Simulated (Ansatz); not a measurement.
Tunnelling through a barrier is set by its complex band structure: the current falls as exp(−2κd) with the smallest κ.

Consider the following.

```yaml
crystal:
  lattice:
    - [4.80503, 0.00000, 0.00000]
    - [2.40252, 4.58684, 0.00000]
    - [2.40252, 1.25840, 3.96644]
  atoms:
    - { symbol: Al, position: [0.14790, 0.55630, 0.14790] }
    - { symbol: Al, position: [0.85210, 0.44370, 0.85210] }
    - { symbol: Al, position: [0.35210, 0.94370, 0.35210] }
    - { symbol: Al, position: [0.64790, 0.05630, 0.64790] }
    - { symbol: O, position: [0.25000, 0.25000, 0.94386] }
    - { symbol: O, position: [0.75000, 0.75000, 0.05614] }
    - { symbol: O, position: [0.55614, 0.25000, 0.25000] }
    - { symbol: O, position: [0.44386, 0.75000, 0.75000] }
    - { symbol: O, position: [0.94386, 0.25000, 0.55614] }
    - { symbol: O, position: [0.05614, 0.75000, 0.44386] }
```

The cell is taken as given; by r2SCAN it stands under a pressure of -6.9 GPa.

Transport runs along the normal of the first two printed cell vectors, the (101) plane of the conventional cell.

The gap is the functional's own, uncorrected, and κ follows it; spin-orbit coupling is left out. Mid-gap means the computed energy nearest the middle.

Q: Predict the band gap and the smallest decay constant κ at mid-gap from r2SCAN run with Ansatz (a quantum-chemistry and plane-wave program).

A: Gap 6.77 eV on a 8×8×8 mesh; κ = 0.398 1/Å, at the zone centre.
